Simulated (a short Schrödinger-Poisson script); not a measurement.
System: gated Al0.4Ga0.6N/GaN polarisation-induced gas, at 300 K.

| layer | material | thickness (nm) | Na (cm⁻³) |
|---|---|---|---|
| 1 | Al0.4Ga0.6N | 15 | - |
| 2 | GaN | 6000 | 1e15 |

The device is made up for the run: typed textbook-type constants, with dimensions and the other settings drawn at random. Al0.4Ga0.6N: permittivity 9.26, conduction-band edge (eV) 0.58, gap (eV) 4.258, electron mass (mₑ) 0.248, Nv at 300 K (cm⁻³) 4.6e19. GaN: permittivity 9.5, conduction-band edge (eV) 0, gap (eV) 3.43, Nv at 300 K (cm⁻³) 4.6e19.

Channel valleys (confinement mass, in-plane density-of-states mass, number): Γ 0.2, 0.2, 1. At the gate the conduction-band edge of layer 1 lies 1.36 eV − eVg above the Fermi level of the channel; the field vanishes at the back. Sheet of polarisation charge: +2e13 e/cm² at 15 nm from the gate. The barrier under the gate holds no holes. Gaps are held at their typed values at every temperature. Mesh 0.08 nm at interfaces.

From a short Schrödinger-Poisson script (our own, NumPy): 1D Poisson equation in equilibrium, electrons quantum, Hartree (BenDaniel-Duke, 40 states a valley, the channel's in-plane mass for all, wave functions free to enter the barrier), parabolic valleys, classical holes, full ionisation, no traps, pinning or gate leakage.

The same stack at other levels of the model or other numerical settings:

```
run                                                                  sheet density of all electrons at Vg = 0.5 V (cm⁻²)  sheet density of all electrons at Vg = -3 V (cm⁻²)  capacitance at Vg = 0.5 V (μF/cm²)  centroid of the channel electrons at Vg = 0.5 V (nm)  rough cost against the base
-------------------------------------------------------------------  ---------------------------------------------------  --------------------------------------------------  ----------------------------------  ----------------------------------------------------  ---------------------------
base                                                                                                             1.71e13                                             6.01e12                               0.520                                                  1.83                      about 1
electrons treated as classical, Boltzmann                                                                        1.83e13                                             6.53e12                               0.540                                                  0.63                         0.02
electrons treated as classical, Fermi-Dirac                                                                      1.72e13                                             6.17e12                               0.508                                                  1.62                         0.10
electrons treated as quantum, Hartree plus LDA exchange-correlation                                              1.73e13                                             6.14e12                               0.521                                                  1.67                            2
mesh six times as coarse                                                                                         1.71e13                                             6.01e12                               0.520                                                  1.76                          0.3
one subband a valley                                                                                             1.71e13                                             5.99e12                               0.516                                                  1.31                          0.5
```

The classical rows ignore confinement, and Boltzmann statistics overrate the density once the band edge passes the Fermi level.
